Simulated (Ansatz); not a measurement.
A constructed model of the (100) surface of fcc Rh, a layer of Cu in place of the second plane (bottom of the slab: a bare face, its two planes held)

These are PBE (plane waves to 420 eV, PAW; Ansatz, a quantum-chemistry and plane-wave program) values and carry that method's errors.

Slab: 6 atoms, 9.5 Å thick at the start (thin: gaps and levels are the slab's own); k 14x14x1, smearing 0.1 eV, dipole-corrected; 2 atoms held, the rest relaxed; symmetry of the start imposed; no spin, no spin-orbit, no U. It is one candidate, not shown to be the stable structure of the face.

```json
{
  "work_function_of_the_top_face": "5.16 eV",
  "energy_released_by_relaxation": "0.015 eV",
  "cost": "around 90 core-seconds (rough)"
}
```
